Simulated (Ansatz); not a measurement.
Consider GaAs in the rock salt structure (space group Fm-3m, No. 225; a = 5.3937 Å; a hypothetical phase, not in the database extracts checked; relaxed with 0.1 eV smearing). Axes: x, y, z lie along the cube axes.

Calculations: PBE (Ansatz, a program for electronic structure), without spin-orbit coupling, earlier PAW set.

A first run, uniaxial strain ε_xx = −1.26 %, gives secant values C11 ≈ 150 GPa and C12 ≈ 38 GPa from its stress. A second run applies isotropic strain +2.67 %.

Q: What does linear elasticity predict for the bulk modulus −ΔP/(ΔV/V₀) in the second run, and what does the run give?

A: Linear elasticity: (C11 + 2 C12)/3 = 75 GPa. The run gives 56 GPa; any difference comes from nonlinear terms at these strains and numerical noise.

No phonon test of stability was made. The final runs are not spin-polarised.
